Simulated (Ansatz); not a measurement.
Take BN in the zinc blende structure (space group F-43m, No. 216; a = 3.606 Å) as the base.

All numbers come from Ansatz (a first-principles code) PBEsol, spin-orbit coupling left out.

For the base:

Smallest direct gap: 8.81 eV
Electron mass: 0.89 mₑ along k, 0.29 mₑ across (at X)
Band gap: 4.30 eV

Modification: every lattice vector is shortened by 5.06 %; the atoms relax in the strained cell.

Question: What does the calculation give for the smallest direct gap, energy relative to the base, electron mass and band gap after the change?

Answer: The smallest direct gap goes up by 0.737 eV, from 8.81 eV to 9.54 eV; the energy rises by 186 meV/atom; the electron mass becomes 0.84 mₑ along k, 0.29 mₑ across (at X) (base: 0.89 mₑ along k, 0.29 mₑ across (at X)); the band gap grows by 0.15 eV (4.30 eV → 4.45 eV).

Effective masses come from finite differences of ±0.01 Å⁻¹. Along k means along the line from Γ to the band edge. Stability against distortions was not tested.
